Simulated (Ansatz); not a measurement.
Levels about the gap of amorphous Ti10Al12O38 (60 atoms in a cell of 736 Å³, 3.18 g/cm³; zone centre alone, so wide bands show as single levels with stretches between that a denser mesh fills), at the geometry that PBE relaxed, where it gives -0.1 GPa on a denser mesh. Exact exchange is cut at the faces of this small cell, which leaves a finite-size error. The participation number counts the atoms over which a state spreads; weights are charges in smoothed Voronoi cells. The levels come from a single point, so bond lengths are those of that geometry. Method of the levels: HSE06, scalar-relativistic without spin-orbit coupling (Ansatz, a program for electronic structure). Sampling: the zone centre alone; Fermi-Dirac width 0.02 eV; no spin polarisation. At PBE the levels at the filled edge of the gap are localised (band-tail or defect states), and the nearest spread-out levels lie 3.0 eV apart at the zone centre.

The cell was made by melting and quenching with the CHGNet potential and then relaxed with DFT. O atoms were pushed apart under 1.9 Å during the dynamics, to hinder bonds among them. It is the lowest in DFT energy of 2 quenches. It is a model cell: composition and starting density were chosen by hand, and all elements were melted together. No dispersion term was used. Its density started from a set value of 3.15 and ended at 3.18 g/cm³. The simulated quench (nominally 140 K/ps over its main leg) is rapid and tends to freeze in more defects than a deposited or slowly cooled glass has. One small periodic cell is one sample of the glass; other quenches scatter about these values. The volume was free in the relaxation, at fixed shape. Stress components on the final sampling reach 1.8 GPa.

| E - E(highest filled), eV | filling | participation number | largest on | weight O | weight Ti | weight Al |
|---|---|---|---|---|---|---|
| -0.54 | filled | 13.9 | O, 3 neighbours | 0.94 | 0.03 | 0.03 |
| -0.50 | filled | 10.9 | O, 2 neighbours | 0.95 | 0.02 | 0.03 |
| -0.43 | filled | 9.9 | O, 3 neighbours | 0.94 | 0.03 | 0.03 |
| -0.35 | filled | 13.6 | O, 2 neighbours | 0.95 | 0.02 | 0.03 |
| -0.27 | filled | 8.4 | O, 2 neighbours | 0.94 | 0.02 | 0.04 |
| -0.20 | filled | 8.7 | O, 3 neighbours | 0.95 | 0.02 | 0.02 |
| 0.00 | filled | 2.2 | O, 2 neighbours | 0.95 | 0.01 | 0.04 |
| 4.17 | empty | 9.2 | Ti, 6 neighbours | 0.22 | 0.77 | 0.01 |
| 4.34 | empty | 9.5 | Ti, 6 neighbours | 0.20 | 0.79 | 0.01 |
| 4.42 | empty | 10.3 | Ti, 6 neighbours | 0.19 | 0.79 | 0.01 |
| 4.53 | empty | 9.6 | Ti, 6 neighbours | 0.19 | 0.79 | 0.02 |
| 4.59 | empty | 9.1 | Ti, 5 neighbours | 0.18 | 0.80 | 0.01 |
| 4.64 | empty | 5.4 | Ti, 5 neighbours | 0.18 | 0.80 | 0.02 |
| 4.69 | empty | 7.8 | Ti, 6 neighbours | 0.19 | 0.79 | 0.01 |

Most localised among these is the filled level at +0.00 eV, on a O atom, which has 2 neighbours (Al 1.69 Å, Al 1.70 Å).
